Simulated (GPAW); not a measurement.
A self-consistent single point of KZnF₃ (Pm-3m, 5 atoms in the cell) with GPAW.

Computed with PBE, GPAW PAW datasets PBE (gpaw-data 1.0.1) (plane waves; GPAW).

The change in words: lattice scaled by 0.98. Reference geometry:
```xyz
5
Lattice="3.9937 0.0000 0.0000 0.0000 3.9937 0.0000 0.0000 0.0000 3.9937" Properties=species:S:1:pos:R:3 pbc="T T T"
K      0.0000     0.0000     0.0000
Zn     1.9969     1.9969     1.9969
F      1.9969     0.0000     1.9969
F      0.0000     1.9969     1.9969
F      1.9969     1.9969     0.0000
```

Reference input (self-consistent single point, DFT PBE, plane waves, GPAW PAW datasets PBE (gpaw-data 1.0.1)): mode = pw; ecut = 900 eV; xc = PBE; kpts = 4 4 4; mesh shift (steps) = 0 0 0; occupations.name = fermi-dirac; occupations.width = 0.01 eV; nbands = -8; convergence.density = 1e-05 e/electron; convergence.bands = -6; symmetry.symmorphic = false; symmetry.tolerance = 0.0005. This run's input differs from it in these lines:

```diff
@@ -5,5 +5,5 @@
 atoms = Atoms(['K', 'Zn', 'F', 'F', 'F'],
-              cell=[[3.993705, 0.000000, 0.000000],
-                    [0.000000, 3.993705, 0.000000],
-                    [0.000000, 0.000000, 3.993705]],
+              cell=[[3.913831, 0.000000, 0.000000],
+                    [0.000000, 3.913831, 0.000000],
+                    [0.000000, 0.000000, 3.913831]],
               scaled_positions=[[0.000000, 0.000000, 0.000000],
```

Output (repeated stretches shortened):

```
     iter     time        total  log10-change:
                         energy   eigst   dens
iter:   1 --:--:--   -21.500063   +0.24
iter:   2 --:--:--   -21.211816   -0.06  -1.22
iter:   3 --:--:--   -20.241165   -0.28  -1.27
iter:   4 --:--:--   -20.946342   +0.01  -1.49
iter:   5 --:--:--   -20.218072   -0.61  -1.54
iter:   6 --:--:--   -20.189777   -1.90  -2.17
iter:   7 --:--:--   -20.187850   -2.53  -2.63
iter:   8 --:--:--   -20.189063c  -2.55  -2.64
iter:   9 --:--:--   -20.185923c  -3.07  -2.80
iter:  10 --:--:--   -20.187041c  -3.17  -3.14
iter:  11 --:--:--   -20.185673c  -3.53  -3.05
iter:  12 --:--:--   -20.185635c  -4.26  -3.81
   [... 4 lines left out ...]
iter:  17 --:--:--   -20.185636c  -6.24  -4.25
iter:  18 --:--:--   -20.185634c  -6.13  -4.30
iter:  19 --:--:--   -20.185635c  -6.49  -4.44
iter:  20 --:--:--   -20.185635c  -6.97  -4.66
iter:  21 --:--:--   -20.185635c  -7.71c -4.71
iter:  22 --:--:--   -20.185634c  -7.59c -4.73
iter:  23 --:--:--   -20.185634c  -8.32c -4.80
iter:  24 --:--:--   -20.185635c  -7.98c -4.82
iter:  25 --:--:--   -20.185634c  -8.02c -5.15c
Converged after 25 iterations.

Dipole moment: (-0.000000, -0.000000, -0.000000) |e|*Ang

Energy contributions relative to reference atoms: (reference = -73385.822227)

Kinetic:        +55.133559
Potential:      -46.020852
External:        +0.000000
XC:             -28.682124
Entropy (-ST):   -0.000000
Local:           -0.616218
SIC:             +0.000000
--------------------------
Free energy:    -20.185634
Extrapolated:   -20.185634

Showing only first 2 kpts
 Kpt  Band  Eigenvalues  Occupancy
  0    19      0.71424    2.00000
  0    20      0.71424    2.00000
  0    21      7.29423    0.00000
  0    22     11.40917    0.00000

  1    19      0.88778    2.00000
  1    20      1.20490    2.00000
  1    21      8.48793    0.00000
  1    22     11.91887    0.00000

Fermi level: 4.91965

Gap: 4.091 eV
Transition (v -> c):
   [... lines left out ...]
Direct gap: 6.580 eV
   [... lines left out ...]

Forces in eV/Ang:
  0 K     0.00000    0.00000    0.00000
  1 Zn   -0.00000   -0.00000   -0.00000
  2 F     0.00000    0.00000    0.00000
  3 F    -0.00000    0.00000    0.00000
  4 F     0.00000    0.00000    0.00000

Stress tensor:
    -0.092419     0.000000     0.000000
     0.000000    -0.092419     0.000000
     0.000000     0.000000    -0.092419
Stress (GPa, Voigt): [-14.8072 -14.8072 -14.8072   0.       0.       0.    ]
```

The run converged in 25 iterations. GPAW prints stress with tension positive. Against the reference run the free energy rises by 57.9 meV/atom and the gap on the mesh goes from 3.925 to 4.091 eV.

At such cutoffs GPAW's stress carries a finite-basis (Pulay) error, which enters relaxed cells too; its log prints stress with tension positive.

The starting cell has typed, rounded lattice constants, without a prior relaxation at this level. Its lattice was rescaled by a random factor within 2.5 % of one. For this run, on top of that: lattice scaled by 0.98.
